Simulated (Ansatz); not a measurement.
System: Zn vacancy in zinc-blende ZnS (charge state -2). The step: one Zn atom jumps into the vacancy from a nearby Zn site; the atom moves 3.70 Å along (0.00, 0.48, -0.48) of the unit cell; the moving atom starts with neighbours S at 2.28, 3 S at 2.39 Å and ends with S at 2.28, 3 S at 2.39 Å. A PBE band in Ansatz (plane-wave PAW, the Γ point alone, 64 host sites, 55 SCF runs with any check of the saddle's order, static, no finite-size correction) gives a forward barrier of 1.28 eV. The program found a first-order saddle point. The charge state is imposed; whether it is stable for some Fermi level was not computed. Forms of the defect that were not tried may lie lower.

Single points at the band's start and saddle point can refine it. Rough cost of one point, in units of the band's mean SCF on the same machine:

| Level | Cost of one point |
|---|---|
| PBE, a 2×2×2 k-point mesh shifted by half a step | about 7 |
| r2SCAN at 500 eV, the Γ point alone | about 3 |

**Question.** Which of these move the barrier by more than 0.1 eV, and how far does each move it?

**Answer.** Not one does. PBE, a 2×2×2 k-point mesh shifted by half a step: -0.01 eV; r2SCAN at 500 eV, the Γ point alone: +0.05 eV. Each functional is compared with PBE at the same k-points.

Ansatz is a first-principles code.
